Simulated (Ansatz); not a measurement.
**InGaN₂ (P3m1, No. 156, 4 atoms in the cell; start mp-1223660)**

The numbers are results of r²SCAN (Ansatz, a first-principles code, plane waves, PAW), not measurements.

Settings: plane-wave cutoff 560 eV, 12×12×6 k mesh (along the axes of the cell as run), Fermi–Dirac smearing 0.01 eV, scalar-relativistic PAW data made under PBE.

Cell (relaxed at this level):

```
GaInN2
1.0
    3.35930     0.00000     0.00000
   -1.67965     2.90924     0.00000
    0.00000     0.00000     5.50480
In Ga N
1 1 2
Direct
  0.00000   0.00000   0.99763
  0.66667   0.33333   0.49549
  0.66667   0.33333   0.14619
  0.00000   0.00000   0.60229
```

| Item | Result |
|---|---|
| band gap | 0.67 eV |

Spin–orbit coupling is not included.

The computed numbers hold no vibrational or temperature effects.

A start named mp-… is a Materials Project structure, which need not be a measured phase.
